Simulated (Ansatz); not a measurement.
**TiO2: axis ratio against pressure**

TiO2 (anatase, I4_1/amd, 11.017 Å³/atom at rest, c along z) under hydrostatic pressure, with the cell free. LDA in Ansatz, a plane-wave DFT program (PAW, default set), 420 eV, 12×12×12 Γ-centred mesh, Fermi-Dirac smearing 0.05 eV; ions are relaxed within the symmetry of each cell.

Here P stands for pressure and y for c/a.

| pressure (GPa) | c/a |
|---|---|
| -2.0 | 2.544 |
| -1.0 | 2.536 |
| 0.0 | 2.529 |
| 0.9 | 2.522 |
| 2.1 | 2.512 |
| 4.5 | 2.492 |
| 15.0 | ? |

Fit y of the 6 rows that show it with a straight line. Means: P 0.75000, y 2.5225. About the means, the sum of products is -0.21625 and the sum of squares of P is 27.095; the slope is their ratio. Least squares gives y = 2.5285 - 0.00798·P. Residuals (row less fit): -0.0005, -0.0005, 0.0005, 0.0007, 0.0003, -0.0006; standard error 0.0006 (degrees of freedom: 4).

Q: What does the fit predict for y at P = 15.0, and how far is the calculated value from it?

A: y = 2.5285 - 0.00798 × 15.0 = 2.4088. The calculation gives 2.399, 0.0098 below the prediction (6.8 % of the range of y in the table). The row lies outside the fitted rows, so this is an extrapolation. From the scatter of the fitted rows alone, a prediction at this place has a standard error of 0.0018, so the miss is 5.4 times that.

One order more, fitted to all 8 runs of the series, follows each within 0.001, so the miss is the next term of a smooth law. The primitive cell can neither tilt nor turn polar against its symmetry, as such crystals can under strain. Other structures, which can take over under pressure, weren't tried. TiO2 is here one of several forms; rutile is the usual stable one. Rows are the converged runs of the series near zero and its far end; series whose fitted rows scatter by over a few per cent of the range, as at a crossing or softening among them, aren't shown in this form. Most that stay on the fit to the last digits aren't either.
